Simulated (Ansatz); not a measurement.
Cd3As2: element substitutions

Start from Cd3As2 (space group Pn-3m, No. 224; a = 6.333 Å; a cell from a computed database, its experimental status unchecked).

Each row replaces one element on all its sites; cell and atoms are relaxed.

Computed with PBEsol (Ansatz, a first-principles code, PAW, without spin-orbit coupling).

| change | density | shortest interatomic distance |
|---|---|---|
| base | 6.37 g/cm³ | 2.742 Å |
| As → Br | ___ | ___ |
| As → Mo | 7.22 g/cm³ | 2.704 Å |
| As → Bi | ___ | ___ |

### Question
What belongs in the blanks?

### Answer

- As → Br, density: 4.84 g/cm³
- As → Br, shortest interatomic distance: 3.026 Å
- As → Bi, density: 7.67 g/cm³
- As → Bi, shortest interatomic distance: 2.983 Å

No phonon test of stability was made. As relaxed here, Cd3Br2, Cd3Mo2 and Cd3Bi2 are hypothetical phases, not in the database extracts checked. All final runs are without spin polarisation. Cd3Mo2 has a high density of states at the Fermi level and may be magnetic at this level.
